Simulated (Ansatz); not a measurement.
# Effect of As → Sb on InAs

The reference is InAs in the zinc blende structure (space group F-43m, No. 216; a = 6.087 Å).

The change: full substitution As → Sb; the structure is relaxed again.

Computed with Ansatz (a first-principles code) PBEsol, no spin-orbit coupling. k-mesh 12×12×12 (Γ-centred); smearing 0.05 eV (Fermi–Dirac), for the changed cell.

```json
{
 "volume_per_atom": "34.63 Å³ (base 28.19 Å³)",
 "density": "5.67 g/cm³ (base 5.59 g/cm³)",
 "lattice_parameter_a": "6.519 Å (base 6.087 Å)",
 "space_group": "F-43m (No. 216) (base F-43m (No. 216))",
 "shortest_interatomic_distance": "2.823 Å (base 2.636 Å)",
 "band_gap": "zero (base zero)"
}
```

With Sb present, leaving out spin-orbit coupling can change the band edges. Whether these cells are dynamically stable was not tested. All final runs are without spin polarisation. A zero or small gap of InSb and InAs can be the functional's error rather than a property of the material.
